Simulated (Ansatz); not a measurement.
The starting structures come from a database of crystals and need not be the phases stable at ambient conditions.

 Where the default PAW files enter, the runs use the earlier of Ansatz's two default sets.

Here is the system:

```
O2Si
1.0
    5.06338     0.00000     0.00000
    0.21527     5.05881     0.00000
    2.42406    -2.52940     3.50342
Si O
2 4
Direct
  0.00000   0.00000   0.00000
  0.25000   0.25000   0.50000
  0.62500   0.12500   0.34679
  0.22179   0.02821   0.15321
  0.12500   0.62500   0.65321
  0.02821   0.22179   0.84679
```

Space group of this cell: I-42d. The cell is taken as given.

The numbers are results of r2SCAN (plane waves, PAW; Ansatz, a quantum-chemistry and plane-wave program), not measurements.

The current runs along the normal of the first two printed vectors; no spin-orbit coupling. Scaled by the factor s: all lengths (ions clamped). The meshes follow the cell: 10×10×10 and 6×6 across at s = 0.98, 8×8×8 and 6×6 across at s = 1.00, 8×8×8 and 6×6 across at s = 1.02.

```tsv
s	mean pressure (GPa)	band gap (eV)
0.98	11.7	6.83
1.00	0.1	6.55
1.02	-8.9	?
```

Problem. Take the slope of the band gap against ln s from the two given rows, extrapolate to s = 1.02, and say what the run there gives.

Solution. Slope = (6.83 − 6.55) / ln 0.98 = -13.9 eV. The line gives 6.55 + (-13.9) × ln 1.02 = 6.28 eV. The run gives 6.22 eV, 0.06 eV under the line, 20 % of the predicted step.
